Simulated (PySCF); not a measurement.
PySCF 2.14.0, B3LYP/def2-svp, df: Si(F)(Me)(Et)(Vi) (C=C[Si](C)(F)CC), 18 atoms. The geometry is a generated start, not checked to be a minimum at this level.

```
Property                                      Result
-------------------------------  -------------------
task                             energy and gradient
method                                         b3lyp
basis                                       def2-svp
two-electron scheme                  density fitting
mol.max_memory                               7000 MB
mf.init_guess                        minao (default)
mf.DIIS                              CDIIS (default)
mf.diis_space                            8 (default)
mf.conv_tol                          1e-09 (default)
basis functions (reference run)                  157
grid points (reference run)                  1436368
```

```xyz
18

C     -2.2443    -1.1962     1.4033
C     -1.3063    -0.3051     1.1184
Si    -0.4547    -0.1361    -0.5549
C     -0.6322     1.6153    -1.2684
F     -1.2134    -1.1417    -1.5894
C      1.3591    -0.7163    -0.4936
C      2.2391     0.1376     0.4153
H     -2.7050    -1.2654     2.3785
H     -2.5970    -1.8977     0.6649
H     -0.9959     0.3769     1.9020
H     -0.1487     1.6948    -2.2378
H     -1.6776     1.8786    -1.4011
H     -0.1848     2.3572    -0.6172
H      1.3993    -1.7528    -0.1534
H      1.7788    -0.7087    -1.5014
H      2.2447     1.1728     0.0819
H      3.2661    -0.2242     0.4136
H      1.8728     0.1110     1.4392
```

Differences are taken against the run with mf.grids.level = 8; no run here is proven converged. Single runs; times are not shown.

Measured:

| setting | grid points | energy against the reference | difference in forces (largest component) |
|---|---|---|---|
| the reference | 1436368 | — | — |
| mf.grids.level = 6 | 825768 | under 0.001 meV/atom | 0.38 meV/Å |
| mf.grids.level = 5 | 561264 | under 0.001 meV/atom | 1.1 meV/Å |
| mf.grids.level = 4 | 373584 | +0.0014 meV/atom | 2.5 meV/Å |
| mf.grids.level = 3 (default) | 211920 | +0.0092 meV/atom | 7.8 meV/Å |
| mf.grids.level = 2 | 138664 | +0.030 meV/atom | 11 meV/Å |
| mf.grids.level = 0 | 14960 | +130 meV/atom | 140 meV/Å |

**Question.** Predict the row for mf.grids.level = 1.

**Answer.** grid points: 64808; energy against the reference: −0.073 meV/atom; difference in forces (largest component): 12 meV/Å. Total energies are compared; such shifts often cancel in part in energy differences. The gradients leave out the derivatives of the grid weights.
